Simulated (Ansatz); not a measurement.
## PbS, point defects

The parent structure is an 8-atom supercell of PbS in the rock salt structure (space group Fm-3m, No. 225; a = 6.0089 Å) at its relaxed geometry.

One neutral defect a cell, atoms relaxed at fixed cell.

Level of theory: PBE in Ansatz (plane waves to 420 eV, PAW, no spin-orbit coupling).

```json
[
 {"case": "perfect supercell", "pressure": "0.1 GPa", "largest displacement of a host atom from its site in the perfect cell": "–"},
 {"case": "Pb interstitial (started 2.60 Å from the nearest host atom)", "pressure": "6.7 GPa", "largest displacement of a host atom from its site in the perfect cell": "1.36 Å"},
 {"case": "Pb vacancy", "pressure": "___", "largest displacement of a host atom from its site in the perfect cell": "___"},
 {"case": "O on a S site", "pressure": "0.5 GPa", "largest displacement of a host atom from its site in the perfect cell": "0.56 Å"},
 {"case": "S on a Pb site (antisite), symmetric start", "pressure": "-2.9 GPa", "largest displacement of a host atom from its site in the perfect cell": "0.00 Å"},
 {"case": "H interstitial (started 2.60 Å from the nearest host atom), symmetric start", "pressure": "0.5 GPa", "largest displacement of a host atom from its site in the perfect cell": "0.10 Å"}
]
```

**Question.** Some entries are withheld; estimate them.

**Answer.** 
- Pb vacancy, pressure: -2.4 GPa
- Pb vacancy, largest displacement of a host atom from its site in the perfect cell: 0.21 Å

The magnetic state is the one reached from the starting moments; the real material's order can differ, and small cells can't hold many antiferromagnetic ones. The cell is small, so the values are those of an ordered compound at a high defect concentration; dilute-limit values will differ. The mesh was chosen for an insulator and is coarse for the gapless case. Defects with a symmetric start kept the site's symmetry and may sit on a saddle; the others started slightly shaken. Seeded moments were not kept for Pb interstitial (started 2.60 Å from the nearest host atom) and O on a S site.

Ansatz is an electronic-structure program.
